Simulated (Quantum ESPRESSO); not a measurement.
σxx against uniaxial strain in cubic perovskite BaZrO3 (space group 221): C11 (Quantum ESPRESSO, PBEsol)

```
BaZrO3
1.0
    4.12278     0.00000     0.00000
    0.00000     4.18556     0.00000
    0.00000     0.00000     4.18556
Ba Zr O
1 1 3
Direct
  0.00000   0.00000   0.00000
  0.50000   0.50000   0.50000
  0.50000   0.00000   0.50000
  0.00000   0.50000   0.50000
  0.50000   0.50000   0.00000
```

Method: PBEsol, GBRV 1.5 ultrasoft (PBESOL) pseudopotentials (plane waves; Quantum ESPRESSO). Settings: ecutwfc = 52 Ry; ecutrho = 416 Ry; occupations = smearing; smearing = fermi-dirac; degauss = 0.000734986 Ry; potentials = {Ba: ba_pbesol_v1.uspp.F.UPF, Zr: zr_pbesol_v1.uspp.F.UPF, O: o_pbesol_v1.2.uspp.F.UPF}; K_POINTS = automatic 10 10 10 0 0 0; conv_thr = 1e-10 Ry; mixing_beta = 0.7. The cell above is the first row's. The rows stretch one cube axis (x) by the strain ε and hold the other two. Stress is positive in tension. In all rows fractional positions and the k mesh are held.

```
ε (%)  σxx (GPa)
-----  ---------
-1.5       -5.05
-1.0       -3.21
-0.5       -1.47
0.0         0.18
0.5         1.75
1.0         3.23
1.5         4.64
2.0            ?
```

Problem. Fit σxx against ε with a parabola, and predict the withheld value at ε = 2.0.

Solution. Least squares gives σxx = 0.182 + 3.2264·ε - 0.1719·ε². Residuals (row less fit): -0.006, 0.006, 0.004, -0.002, -0.002, -0.006, 0.005; standard error 0.006 (degrees of freedom: 4). The slope at ε = 0, 3.2264 GPa per cent, gives C11 ≈ 100 × 3.2264 = 323 GPa, for the static lattice. At the withheld row, σxx = 0.182 + 3.2264 × 2.0 - 0.1719 × 2.0² = 5.947 GPa. The calculation gives 5.97 GPa, 0.023 GPa above the prediction (0.2 % of the range of σxx in the table). The row lies outside the fitted rows, so this is an extrapolation. From the scatter of the fitted rows alone, a prediction at this place has a standard error of 0.012 GPa, so the miss is 1.9 times that.

Carrying the step between the two nearest rows on in a straight line would have given 6.05, off by 0.08; series whose last step already gives the withheld value aren't shown. The reference cell has the volume at which an earlier scan in this program and functional put its minimum by a fit. The runs keep the symmetry of the cell, so they don't test it for distortions. The unstrained cell stands at a pressure of -0.18 GPa, and the constants belong to that pressure. By symmetry this strain leaves no force on the atoms; the largest in the rows is 0.000 eV/Å. Spin-orbit coupling is off. Cutoffs and mesh are single choices, not tested for convergence of this quantity. Series with a scatter that would blur these digits, or in which a gap closes, are not shown. Strain series were run only where this level's volume lies within 10 % of a first guess from the measured size.
